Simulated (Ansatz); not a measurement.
# PbZrO3 (Amm2, No. 38, 5 atoms in the cell; start mp-20337; a measured phase of this formula has another space group)

These are r²SCAN (PAW; Ansatz, a first-principles code) values and carry that method's errors.

Settings: plane-wave cutoff 560 eV, 8×8×8 k mesh, Fermi–Dirac smearing 0.01 eV, scalar-relativistic PAW data made under PBE.

Cell (relaxed at this level):

```cif
data_O3PbZr
_chemical_formula_sum 'Zr1 Pb1 O3'
_space_group_name_H-M_alt 'P 1'
_space_group_IT_number 1
_cell_length_a 4.13320
_cell_length_b 4.21399
_cell_length_c 4.21399
_cell_angle_alpha 88.751
_cell_angle_beta 90.000
_cell_angle_gamma 90.000
loop_
_space_group_symop_operation_xyz
  'x, y, z'
loop_
_atom_site_label
_atom_site_type_symbol
_atom_site_fract_x
_atom_site_fract_y
_atom_site_fract_z
_atom_site_occupancy
Zr1 Zr 0.50000 0.50709 0.50709 1
Pb1 Pb 0.00000 0.94805 0.94805 1
O1 O 0.50000 0.03065 0.56207 1
O2 O 0.50000 0.56207 0.03065 1
O3 O 0.00000 0.55912 0.55912 1
```

```json
{
 "band_gap": "3.12 eV (on the SCF k mesh)",
 "Γ–Γ gap": "4.77 eV",
 "bulk modulus B0": "132 GPa"
}
```

Note: the relaxation could not lower the start's symmetry, so the cell can be a saddle point above a distorted one; the bulk modulus is −V dP/dV from two relaxed cells at ±2 % in volume.

Spin–orbit coupling is not included; with these elements it can move the gap by several tenths of an eV or more.

A start named mp-… is a Materials Project structure, which need not be a measured phase.
